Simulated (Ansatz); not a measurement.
The reference is Cu₃N (space group Pm-3m, No. 221).

```
Cu3N
1.0
    3.82686     0.00000     0.00000
    0.00000     3.82686     0.00000
    0.00000     0.00000     3.82686
Cu N
3 1
Cartesian
  1.91343   0.00000   0.00000
  0.00000   1.91343   0.00000
  0.00000   0.00000   1.91343
  0.00000   0.00000   0.00000
```

Cartesian axes are those of the cell as printed.

All numbers come from DFT with PBE, PAW potentials and a 420 eV plane-wave cutoff in Ansatz (a first-principles code), without spin-orbit coupling.

Base values:

| Property | Value |
|---|---|
| Smallest direct gap | 0.75 eV |
| Band gap | 0.22 eV |

It is then changed as follows: tensor shear ε_xy = +0.67 % (engineering shear γ = 0.0134); the atoms relax in the strained cell.

Task: How does this affect the energy relative to the base, stress, smallest direct gap and band gap?

Result: The energy hardly moves; the stress (xx, yy, zz, yz, xz, xy; compression positive) amounts to (0.01, 0.01, 0.00, 0.00, 0.00, -0.26) GPa; the smallest direct gap falls by 0.02 eV to 0.73 eV; the band gap shrinks by 0.03 eV (0.22 eV → 0.19 eV).

Whether these cells are dynamically stable was not tested. All final runs are without spin polarisation. The zero or small gap of Cu3N can change with the level of theory.
